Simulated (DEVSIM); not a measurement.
System: illuminated Si n-on-p cell, one wavelength, at 250 K.

```tsv
layer (left to right)	material	thickness (μm)	Nd (cm⁻³)	Na (cm⁻³)	τn (s)	τp (s)	absorption coefficient (cm⁻¹)
1	Si	0.360	5.7e18	-	4.3e-7	3.9e-7	1700
2	Si	190	-	4.3e16	1.1e-5	1.1e-5	1700
```

Left contact: ohmic, minority hole recombination velocity 5000 cm/s. Right contact: ohmic, minority electron recombination velocity 1000 cm/s. Voltage is applied to the left contact. Recombination: SRH at mid-gap, radiative, Auger. Gap narrowing is on: ΔEg = 6.92 meV × (l + √(l² + 0.5)), l = ln(N/1.3e17 cm⁻³), shared equally by both band edges. Light enters at the left, 1.1e17 photons cm⁻² s⁻¹, one pass, no reflection. Mobility is constant in doping.

Constants are typed, rounded textbook-type inputs, not results; the design itself was drawn at random and stands for no fabricated device. Values at 300 K; Nc and Nv go as T^1.5, mobilities as T to minus their exponent, the gap by Varshni's rule with the affinity fixed.

| parameter | Si |
|---|---|
| gap (eV) | 1.124 |
| affinity (eV) | 4.05 |
| permittivity | 11.7 |
| Nc (cm⁻³) | 2.86e19 |
| Nv (cm⁻³) | 3.1e19 |
| μn (cm²/Vs) | 1417 |
| μp (cm²/Vs) | 470 |
| T exponent of μn | 2.3 |
| T exponent of μp | 2.2 |
| B (cm³/s) | 4.7e-15 |
| Cn (cm⁶/s) | 2.8e-31 |
| Cp (cm⁶/s) | 9.9e-32 |
| Varshni α (eV/K) | 0.000473 |
| Varshni β (K) | 636 |

DEVSIM, 1D drift-diffusion, Boltzmann statistics, complete ionisation; no tunnelling, impact ionisation, image-force lowering or self-heating.

The thickness of layer 2 was swept, all else fixed.

```tsv
thickness of layer 2 (μm)	short-circuit current (mA/cm²)	dark forward voltage at 1 A/cm² (V)	dark forward voltage at 100 A/cm² (V)	largest power (mW/cm²)
38	17.4	0.813	0.921	10.9
66	17.3	0.812	0.926	10.9
110	17.3	0.810	0.934	10.8
190	17.3	0.809	0.949	10.7
320	17.2	0.809	0.986	10.7
570	17.2	0.813	___	10.7
950	17.2	0.822	1.349	10.7
```

**Question.** Complete the blanks.

**Answer.** 
- 570, dark forward voltage at 100 A/cm² (V): 1.091
